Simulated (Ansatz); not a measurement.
A computed series for WC: pressure series

Consider WC (space group P-6m2, No. 187).

```yaml
crystal:
  lattice:
    - [2.91216, 0.00000, 0.00000]
    - [-1.45608, 2.52201, 0.00000]
    - [0.00000, 0.00000, 2.83622]
  atoms:
    - { symbol: W, position: [0.00000, 0.00000, 0.00000] }
    - { symbol: C, position: [0.33333, 0.66667, 0.50000] }
```

Cell and atoms are relaxed at each pressure.

Level of theory: DFT with r2SCAN, PAW potentials and a 500 eV plane-wave cutoff in Ansatz (an electronic-structure program), without spin-orbit coupling.

Notes on the quantities. enthalpy: H = E + PV relative to the base's energy.

| case | volume per atom | c/a ratio | enthalpy |
|---|---|---|---|
| base | 10.42 Å³ | 0.974 | – |
| pressure −2 GPa | 10.47 Å³ | 0.974 | -0.13 eV/atom |
| pressure −1 GPa | 10.44 Å³ | 0.974 | -0.07 eV/atom |
| pressure 0.9 GPa | 10.39 Å³ | 0.974 | +0.06 eV/atom |
| pressure 2.1 GPa | 10.36 Å³ | 0.974 | +0.14 eV/atom |
| pressure 4.5 GPa | (withheld) | 0.975 | +0.29 eV/atom |
| pressure 9 GPa | 10.19 Å³ | 0.976 | +0.58 eV/atom |
| pressure 15 GPa | 10.06 Å³ | 0.977 | +0.96 eV/atom |
| pressure 22.5 GPa | 9.90 Å³ | 0.978 | +1.43 eV/atom |
| pressure 30 GPa | 9.76 Å³ | (withheld) | +1.89 eV/atom |

Problem. Complete the table.

Solution. 
- pressure 4.5 GPa, volume per atom: 10.30 Å³
- pressure 30 GPa, c/a ratio: 0.979

Load acts through the strain it causes; cell and atoms are relaxed under it. Whether these cells are dynamically stable was not tested. Competing high-pressure phases were not computed. The final runs are not spin-polarised.
